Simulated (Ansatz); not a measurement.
FeCo₃ (model structure, Pmma, No. 51, 8 atoms in the cell), treated with LDA (Ansatz, a quantum-chemistry and plane-wave program, plane waves, PAW).

Numerical settings: plane-wave cutoff 520 eV, 14×14×10 k mesh (along the axes of the cell as run), Fermi–Dirac smearing 0.05 eV, spin-polarised with parallel moments, scalar-relativistic PAW data made under PBE.

Cell (relaxed at this level):

```cif
data_Co6Fe2
_chemical_formula_sum 'Co6 Fe2'
_space_group_name_H-M_alt 'P 1'
_space_group_IT_number 1
_cell_length_a 3.90238
_cell_length_b 3.88865
_cell_length_c 5.46298
_cell_angle_alpha 90.000
_cell_angle_beta 90.000
_cell_angle_gamma 90.000
loop_
_space_group_symop_operation_xyz
  'x, y, z'
loop_
_atom_site_label
_atom_site_type_symbol
_atom_site_fract_x
_atom_site_fract_y
_atom_site_fract_z
_atom_site_occupancy
Co1 Co 0.25000 0.00000 0.37155 1
Co2 Co 0.75000 0.00000 0.62845 1
Fe1 Fe 0.25000 0.00000 0.87281 1
Fe2 Fe 0.75000 0.00000 0.12719 1
Co3 Co 0.75000 0.50000 0.37422 1
Co4 Co 0.25000 0.50000 0.62578 1
Co5 Co 0.75000 0.50000 0.87813 1
Co6 Co 0.25000 0.50000 0.12187 1
```
Starting moments (μB, in the order of the record's atoms Co Co Fe Fe Co Co Co Co): 1.7 1.7 2.6 2.6 1.7 1.7 1.7 1.7.

### Question
Predict the bulk modulus B0.

### Answer

bulk modulus B0: 252 GPa

The run finds no gap.

Note: the magnetic order was assumed, not searched for or taken from measurement; the bulk modulus is −V dP/dV from two relaxed cells at ±2 % in volume; the relaxation could raise the start's symmetry but not lower it, so the cell can be a saddle point.

The computed numbers hold no vibrational or temperature effects.

The result took roughly 40 core-minutes.

A model structure was made by putting elements into a prototype or built by hand; it is no filed structure, need not be a known phase, and can be a saddle point held by its symmetry.
